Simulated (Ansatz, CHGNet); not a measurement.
For TiTe2 (model structure, started from the CdI2 type, P-3m1, No. 164, 3 atoms in the cell), the machine-learned potential CHGNet-r²SCAN (trained on r²SCAN data) gives:

| Quantity | Result |
|---|---|
| lattice constant a | 3.820 Å |
| c axis length | 7.439 Å |

Task: What does r²SCAN+rVV10 in Ansatz (PAW) give for the same quantities?

Result: 
- lattice constant a: 3.782 Å (drops by 1.0 %)
- lattice parameter c: 6.615 Å (shrinks by 11 %)

Changes are worked out from the printed values.

Unless a cell is named, each level is at its own relaxed cell (CHGNet-r²SCAN 31.34, r²SCAN+rVV10 27.32 Å³/atom).

Caveats: the cell has another shape than the first-principles one, perhaps another minimum in the same group (CHGNet-r²SCAN). Ansatz's density-functional and Hartree–Fock values are scalar-relativistic unless marked +SOC, with PAW data made under PBE.

A model structure was made by putting elements into a prototype or built by hand; here it ended with the formula and space group of a phase in our tables.

Ansatz is a first-principles code.
